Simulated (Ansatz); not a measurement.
**LiNbO3: energy against volume**

LiNbO3 (R3c, 10.897 Å³/atom and stress up to 0.01 GPa in the relaxed cell, c along z) under hydrostatic pressure, with the cell free. PBE in Ansatz, a plane-wave DFT program (PAW, default set), 420 eV, 8×8×8 Γ-centred mesh, Fermi-Dirac smearing 0.05 eV; ions are relaxed, or left where forces stay under 0.02 eV/Å, within the symmetry of each cell.

Here V stands for volume and E for E less E0.

| volume (Å³/atom) | E less E0 (meV/atom) | pressure (GPa) |
|---|---|---|
| 11.1270 | 1.47 | -2.01 |
| 11.0076 | 0.34 | -1.00 |
| 10.8968 | 0.00 | 0.01 |
| 10.8664 | 0.03 | 0.30 |
| 10.8263 | 0.15 | 0.69 |
| 10.7455 | 0.71 | 1.51 |
| 10.6074 | 2.63 | 3.00 |
| 10.4383 | 6.83 | 4.99 |
| 10.0704 | ? | ? |

### Question
Fit E against V with the third-order Birch-Murnaghan form, a cubic in V^(-2/3), and predict the withheld value at V = 10.0704.

### Answer
With u = V^(-2/3) - 0.2045, the rows have u = -0.0038613, -0.0024131, -0.0010455, -0.0006662, -0.0001632, 0.0008599, 0.0026384, 0.0048695. Least squares gives E = 0.214 + 405.3·u + 192064·u² + 759794·u³. Residuals (row less fit): 0.001, -0.004, 0.001, 0.001, -0.003, 0.005, -0.004, 0.000; standard error 0.004 (degrees of freedom: 4). Its minimum lies at u = -0.0010618, so V0 = (0.2034382)^(-3/2) = 10.90. There d²E/du² = 379300 and d³E/du³ = 4559000, so B0 = (4/9) × 10.90^(-7/3) × 379300 × 0.160218 = 103 GPa (the last factor turns the table's units into GPa), and B0' = 4 + (2/3) × 0.2034382 × (4559000)/379300 = 5.6. B0' rests on the cubic coefficient alone and has a standard error of 0.2 from these residuals. At the withheld row, u = 0.0099382, so E = 0.214 + 405.3 × 0.0099382 + 192064 × 0.0099382² + 759794 × 0.0099382³ = 23.957 meV/atom. The calculation gives 23.85 meV/atom, 0.107 meV/atom below the prediction (0.4 % of the range of E in the table). The row lies outside the fitted rows, so this is an extrapolation. The scatter of the fitted rows lies at the last printed digit.

The start is a measured cell from the literature; how it stands against other phases or cation orders wasn't checked. Other structures, which can take over under pressure, weren't tried. The same form fitted to the pressure column gives B0' = 5.6; series where the two differ by over 0.4 aren't shown. Rows are the converged runs of the series near zero and its far end, less any whose ions stayed unrelaxed beside relaxed ones; series whose fitted rows scatter by over a few per cent of the range, as at a crossing or softening among them, aren't shown in this form.
